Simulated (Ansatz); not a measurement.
System: Ti₃GeC₂ (P6₃/mmc, No. 194; cell taken from a computed entry). Method: r²SCAN in Ansatz (plane waves, PAW).

Settings: plane-wave cutoff 600 eV, 24×24×4 k mesh (along the axes of the cell as run), Fermi–Dirac smearing 0.047 eV (set by the program), no spin polarisation, scalar-relativistic PAW data made under PBE.

Computed at the level's own relaxed cell.

Elastic tensor (GPa, Voigt notation, ions relaxed):

```
  377.0    95.4    97.2     0.0     0.0     0.0
   95.4   377.0    97.2     0.0     0.0     0.0
   97.2    97.2   351.8     0.0     0.0     0.0
    0.0     0.0     0.0   144.1     0.0     0.0
    0.0     0.0     0.0     0.0   144.1     0.0
    0.0     0.0     0.0     0.0     0.0   140.8
```

Question: Work out the Voigt, Reuss and Hill averages of the bulk and shear moduli, Young's modulus and Poisson's ratio from the printed constants.

Answer: K_V = [C11 + C22 + C33 + 2(C12 + C13 + C23)]/9 = [1105.8 + 2 × 289.8]/9 = 187.3 GPa. G_V = [1105.8 − 289.8 + 3 × 429.0]/15 = 140.2 GPa. From the compliances S = C⁻¹, K_R = 187.1 and G_R = 140.0 GPa. Hill means: K = 187.2, G = 140.1 GPa. E = 9KG/(3K + G) = 336 GPa, ν = (3K − 2G)/(6K + 2G) = 0.20, K/G = 1.34.

Note: the relaxation could not lower the start's symmetry, so the cell can be a saddle point above a distorted one.

Ansatz is a program for electronic structure.
